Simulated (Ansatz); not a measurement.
## Hypothetical cubic perovskite MnTlI3, response to strain

Base system: MnTlI$_{3}$ in the cubic perovskite structure (space group Pm-3m, No. 221; a = 5.7391 Å; ferromagnetic; a hypothetical phase, not in the database extracts checked). Axes: x, y, z lie along the cube axes.

Strains are applied to the cell and any free atomic positions relax; under biaxial strain the out-of-plane vector relaxes too.

The values are results of r2SCAN/PAW in Ansatz (a first-principles code), scalar-relativistic without spin-orbit coupling, not measurements.

Candidates:
(a) biaxial strain +4.41 %, plane normal [110], relaxed out of plane
(b) biaxial strain −3.18 %, plane normal [001], relaxed out of plane
(c) tensor shear ε_yz = −0.79 %

Notes on the quantities. energy relative to the base: free energy F.

### Question
Order them by energy relative to the base, highest first.

### Answer
(a) biaxial strain +4.41 %, plane normal [110], relaxed out of plane (+18 meV/atom), (b) biaxial strain −3.18 %, plane normal [001], relaxed out of plane (+13 meV/atom), (c) tensor shear ε_yz = −0.79 % (+0.3 meV/atom)

The magnetic state is the one reached from the starting moments; the real material's order can differ, and small cells can't hold many antiferromagnetic ones. Stability against distortions was not tested. Many cubic perovskites are stable only at high temperature; tilts and polar distortions were not tested.
